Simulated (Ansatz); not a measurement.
Hops of point defects in fcc Al, each between lowest sites run for its defect: PBE bands (Ansatz, a quantum-chemistry and plane-wave program, plane waves to 420 eV, PAW, climbing-image NEB) beside the CHGNet universal potential on its own band (it has no charge state). Static nuclei, no finite-size correction. The rows are a random draw from the bands that converged and passed our checks of state and shape. Saddle orders were checked for a part of the study's bands only and are not shown. Vacancies start on their lattice site; split forms were not set up. Spin-orbit coupling is left out.

| Row | Defect | Route | Hop (Å) | Cell and PBE mesh | CHGNet k-points | PBE barrier x (eV) | CHGNet barrier y (eV) |
|---|---|---|---|---|---|---|---|
| 1 | Zn-vacancy pair (Zn on Al, Al vacant), charge 0 | a nearby Al jumps into the vacancy (Zn-vacancy distance between ideal sites 2.86 Å throughout) | 2.77 | 32 sites, 4×4×4 shifted | none | 0.56 | 0.16 |
| 2 | Mg-vacancy pair (Mg on Al, Al vacant), charge 0 | Mg changes places with the vacancy (Mg-vacancy distance between ideal sites 2.86 Å throughout) | 2.61 | 32 sites, 3×3×3 shifted | none | 0.45 | 0.20 |
| 3 | Ru-vacancy pair (Ru on Al, Al vacant), charge 0 | Ru changes places with the vacancy (Ru-vacancy distance between ideal sites 2.86 Å throughout) | 3.25 | 32 sites, 3×3×3 shifted | none | 1.85 | 0.58 |
| 4 | Ru-vacancy pair (Ru on Al, Al vacant), charge 0 | a nearby Al jumps into the vacancy (Ru-vacancy distance between ideal sites 2.86 Å throughout) | 2.49 | 32 sites, 3×3×3 shifted | none | 0.31 | 0.12 |
| 5 | Ag-vacancy pair (Ag on Al, Al vacant), charge 0 | Ag changes places with the vacancy (Ag-vacancy distance between ideal sites 2.86 Å throughout) | 2.67 | 32 sites, 3×3×3 shifted | none | 0.41 | 0.02 |
| 6 | Cu-vacancy pair (Cu on Al, Al vacant), charge 0 | a nearby Al jumps into the vacancy (Cu-vacancy distance between ideal sites 2.86 Å throughout) | 2.66 | 32 sites, 4×4×4 shifted | none | 0.40 | 0.14 |
| 7 | W-vacancy pair (W on Al, Al vacant), charge 0 | a nearby Al jumps into the vacancy (W-vacancy distance between ideal sites 2.86 Å throughout) | 2.57 | 32 sites, 3×3×3 shifted | none | 0.38 | ? |

Problem. Fit a straight line y = a x + b to rows 1 to 6, predict row 7, and compare with the computed value.

Solution. Means: x̄ = 0.663, ȳ = 0.203 eV. Sums: Sxx = 1.723, Sxy = 0.545 eV². So a = Sxy/Sxx = 0.316 and b = ȳ − a x̄ = -0.007 eV, with a scatter of 0.06 eV about the line. Row 7: 0.316 × 0.38 − 0.007 ≈ 0.11 eV. The computed CHGNet value is 0.10 eV, -0.01 eV from the line, within the scatter. The line only summarises these rows of one host.
